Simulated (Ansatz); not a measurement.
**CH3 on the 1x1 (0001) surface of hcp Re, one in a 2x2 cell, started at the site 'bridge Re-Re (span 2.8 Å)'**

Level of theory: PBE (plane waves to 420 eV, PAW; Ansatz, an electronic-structure program).

Set-up: 20 atoms, 6.5 Å thick at the start under the adsorbate (thin: gaps and levels are the slab's own); mesh 6x6x1; 0.1 eV smearing; dipole correction on; 8 atoms held, the rest relaxed; no symmetry held; no spin, no spin-orbit, no U, no dispersion correction. At the end it is bonded to 3 Re. In PBE it is, or lies within 0.03 eV of, the lowest of the starts that converged.

```
Property                                                                                                                                         Result
--------------------------------------------------------------------------------------  ---------------------------------------------------------------
adsorption energy against CH4(g) − ½ H2(g)                                                                                                     0.092 eV
work function of the top face                                                                                                                   3.63 eV
change of the work function                                                                                                                    -1.33 eV
change of the step from the bottom to the top vacuum level, against the clean slab                                                             -1.33 eV
energy released by relaxation                                                                                                                   0.69 eV
height of the binding atom over the mean of the host atoms within 0.3 Å of the top one                                                          1.665 Å
nearest host atoms of the binding atom                                                                         Re at 2.32 Å, Re at 2.33 Å, Re at 2.33 Å
largest move of a host atom                                                                                                                      0.04 Å
note                                                                                    in the relaxation the adsorbate left its starting site by 0.8 Å
cost                                                                                                                       very roughly 40 core-minutes
```

A negative adsorption energy means that the adsorbate is more stable on the surface than in its reference.
